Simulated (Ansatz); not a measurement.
## Cu2O: O → N

The parent structure is Cu₂O (space group Pn-3m, No. 224; a = 4.299 Å).

It is then changed as follows: every O is replaced by N, then cell and atoms are relaxed.

The values are results of Ansatz (a quantum-chemistry and plane-wave program) PBE, spin-orbit coupling left out, earlier PAW set, not measurements. Settings: 11×11×11 k-points, 0.05 eV Fermi–Dirac smearing, for the changed cell.

The volume per atom shrinks by 0.526 Å³ to 12.72 Å³ and the density grows by 0.16 g/cm³ to 6.14 g/cm³. The lattice parameter a falls by 0.058 Å, from 4.299 Å to 4.241 Å and the band gap changes from 0.47 eV to zero.

Final structure:

```xyz
6
Lattice="4.2414 0.0000 0.0000 0.0000 4.2414 0.0000 0.0000 0.0000 4.2414" Properties=species:S:1:pos:R:3 pbc="T T T"
Cu     3.1810     3.1810     3.1810
Cu     3.1810     1.0603     1.0603
Cu     1.0603     3.1810     1.0603
Cu     1.0603     1.0603     3.1810
N      0.0000     0.0000     0.0000
N      2.1207     2.1207     2.1207
```

Cost of the whole job for the changed cell (relaxation, final SCF and bands): roughly 80 core-seconds.

No phonon test of stability was made. As relaxed here, Cu2N is a hypothetical phase, not in the database extracts checked. No Hubbard U is applied. All final runs are without spin polarisation. Cu2N has a high density of states at the Fermi level and may be magnetic at this level.
